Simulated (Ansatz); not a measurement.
Take Bi (space group R-3m, No. 166; a = 4.473 Å, c = 11.266 Å (hexagonal axes); relaxed with 0.1 eV smearing) as the base. Axes: x lies along a and z along c of the hexagonal cell.

The values are results of Ansatz (a quantum-chemistry and plane-wave program) PBEsol-D3(BJ), spin-orbit coupling left out, earlier PAW set, not measurements.

For the base:

| Quantity | Result |
|---|---|
| Pressure | 0.0 GPa |
| Shortest interatomic distance | 5.797 bohr |

Modification: the symmetric strain tensor [0.0006 -0.0147 -0.0154; -0.0147 0.0061 0.0108; -0.0154 0.0108 -0.0064]; the atoms relax in the strained cell.

Problem. How does this affect the energy relative to the base, pressure and shortest interatomic distance?

Solution. The energy increases by 2.1 meV/atom; the pressure (mean of the normal stresses, compression positive) is nearly the same (0.0 GPa against 0.1 GPa); the shortest interatomic distance drops by 0.0627 bohr to 5.735 bohr.

Whether these cells are dynamically stable was not tested.
